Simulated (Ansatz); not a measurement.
Consider TiO2 in the anatase structure (space group I4_1/amd, No. 141; a = 3.770 Å, c = 9.552 Å). Axes: x, y, z lie along a, b, c of the conventional cell.

Level of theory: PBEsol in Ansatz (plane waves to 420 eV, PAW, without spin-orbit coupling).

Now apply this change: tensor shear ε_xz = +0.67 % (engineering shear γ = 0.0134); the atoms relax in the strained cell.

Question: Predict the stress tensor and what it implies for the stiffness.

Answer: Stress of the strained cell less that of the base (GPa, compression positive):
```
   0.01    0.00   -0.63
   0.00   -0.04    0.00
  -0.63    0.00   -0.01
```

Then −Δσ/γ with γ = 2ε = 0.0134 gives relaxed-ion elastic constants: C55 ≈ 47 GPa.

Whether these cells are dynamically stable was not tested. The final runs are not spin-polarised.

Ansatz is an electronic-structure program.
